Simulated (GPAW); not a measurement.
Band structure of Ta2Co (I4/mcm, 6 atoms in the cell).

```
Ta2Co
1.0
   -3.04214     3.04214     2.48276
    3.04214    -3.04214     2.48276
    3.04214     3.04214    -2.48276
Ta Co
4 2
Direct
  0.16135   0.66135   0.82270
  0.83865   0.33865   0.17730
  0.66135   0.83865   0.50000
  0.33865   0.16135   0.50000
  0.75000   0.75000   0.00000
  0.25000   0.25000   0.00000
```

Computed with PBEsol, GPAW PAW datasets PBEsol (made by gpaw-setup) (plane waves; GPAW).

Settings: mode = pw; ecut = 800 eV; xc = PBEsol; kpts = 6 6 6; mesh shift (steps) = 0 0 0; occupations.name = fermi-dirac; occupations.width = 0.1 eV; nbands = -14; symmetry.symmorphic = false; symmetry.tolerance = 0.0005; maxiter = 100; bandpath_npoints = 40.

The starting cell comes from a database of computed structures (which also holds hypothetical and non-ambient phases and stackings), without a prior relaxation at this level. Spin-orbit coupling is off. Spin polarisation is off.

Levels in eV from the Fermi level, bands 32 to 39:
```
point     32     33     34     35     36    37    38    39
-----  -----  -----  -----  -----  -----  ----  ----  ----
Γ      -0.55  -0.55  -0.28  -0.16  -0.16  0.46  0.98  1.08
X      -0.65  -0.41  -0.40  -0.10  -0.06  0.08  1.10  1.81
M      -1.28  -0.61  -0.46  -0.46   1.02  1.15  1.15  1.36
Z      -1.23  -0.68  -0.62  -0.62   0.90  1.43  1.43  1.65
P      -0.71  -0.62  -0.62  -0.20  -0.20  0.48  0.48  1.06
N      -0.89  -0.72  -0.72   0.21   0.21  0.65  0.65  1.25
Z1     -1.23  -0.68  -0.62  -0.62   0.90  1.43  1.43  1.65
```

Bands cross the Fermi level along this path, so the cell is metallic at this level.
